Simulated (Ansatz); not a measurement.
# HgSe: response to strain

Start from HgSe in the zinc blende structure (space group F-43m, No. 216; a = 6.133 Å). Axes: x, y, z lie along the cube axes.

Strains are applied to the cell and any free atomic positions relax.

Level of theory: plane-wave PAW DFT at the PBEsol level (Ansatz, a quantum-chemistry and plane-wave program, 420 eV), scalar-relativistic without spin-orbit coupling.

Notes on the quantities. energy relative to the base: free energy F.

| change | energy relative to the base | volume per atom |
|---|---|---|
| base | 0 meV/atom | 28.83 Å³ |
| tensor shear ε_xy = +1.14 % | … | 28.83 Å³ |
| tensor shear ε_xy = +1.71 % | +2.3 meV/atom | 28.82 Å³ |
| tensor shear ε_xy = +2.00 % | … | 28.82 Å³ |
| tensor shear ε_xy = +1.43 % | +1.6 meV/atom | 28.83 Å³ |
| tensor shear ε_xy = +0.86 % | … | 28.83 Å³ |
| tensor shear ε_xy = +0.57 % | +0.3 meV/atom | 28.83 Å³ |
| tensor shear ε_xy = +0.29 % | +0.1 meV/atom | 28.83 Å³ |

**Question.** Some entries are withheld; estimate them.

**Answer.** 
- tensor shear ε_xy = +1.14 %, energy relative to the base: +1.0 meV/atom
- tensor shear ε_xy = +2.00 %, energy relative to the base: +3.2 meV/atom
- tensor shear ε_xy = +0.86 %, energy relative to the base: +0.6 meV/atom

Stability against distortions was not tested. The final runs are not spin-polarised.
